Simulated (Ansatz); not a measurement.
MoSi2, response to strain

The parent structure is MoSi2 (space group I4/mmm, No. 139; a = 3.190 Å, c = 7.822 Å; relaxed with 0.1 eV smearing).

Strains are applied to the cell and any free atomic positions relax.

Calculations: PBEsol/PAW in Ansatz (a quantum-chemistry and plane-wave program), scalar-relativistic without spin-orbit coupling.

Candidates:
(a) isotropic strain −2.00 %
(b) isotropic strain −1.50 %
(c) isotropic strain +3.00 %
(d) isotropic strain +2.00 %

Notes on the quantities. energy relative to the base: free energy F.

Task: Order them by energy relative to the base, lowest first.

Result: (b) isotropic strain −1.50 % (+19 meV/atom), (d) isotropic strain +2.00 % (+31 meV/atom), (a) isotropic strain −2.00 % (+35 meV/atom), (c) isotropic strain +3.00 % (+66 meV/atom)

Whether these cells are dynamically stable was not tested. All final runs are without spin polarisation.
